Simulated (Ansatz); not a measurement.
Cells marked so need not be the phases stable at ambient conditions, and some may be hypothetical.

By PBEsol, each system below comes out a metal.

Ballistic conductance counts the channels of both spins, as a mean over 0.1 eV about the Fermi level; spin-orbit coupling is left out.

A. Li (Fm-3m, fcc (Cu type), not sure to be the ambient phase, 1 atom a cell, 20.3 Å³ an atom), current normal to (111)
B. Hf (P6_3/mmc, hcp (Mg type), 2 atoms a cell, 22.3 Å³ an atom, -3 GPa at this level), current normal to (100)
C. Nb (Im-3m, bcc (W type), 1 atom a cell, 18.3 Å³ an atom, -7 GPa at this level), current normal to (111)

Question: Put the candidates in order of ballistic conductance per area, lowest first, for PBEsol (Ansatz, a program for electronic structure).

Answer: B (0.51 × 10¹⁵ S/m²), A (0.80 × 10¹⁵ S/m²), C (1.9 × 10¹⁵ S/m²)
